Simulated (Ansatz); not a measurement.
Consider Ge in the diamond structure (space group Fd-3m, No. 227; a = 5.676 Å).

Level of theory: PBEsol, PAW, 420 eV (Ansatz, a quantum-chemistry and plane-wave program; scalar-relativistic without spin-orbit coupling), earlier PAW set.

Base values:

The gap character is absent and the band gap comes out as zero.

One thing is altered: the cell is scaled by 0.9519 in all directions, atoms relaxed at fixed cell.

**Question.** What happens to the energy relative to the base?

**Answer.** The energy goes up by 120 meV/atom.

**Question.** Predict the new gap character.

**Answer.** The gap character changes from absent to indirect, Γ → Γ–X (80 % along).

**Question.** Estimate the effect on the band gap.

**Answer.** The band gap changes from zero to 0.26 eV.

The cells carry an imposed strain or load. No phonon test of stability was made. The zero or small gap of Ge can change with the level of theory.
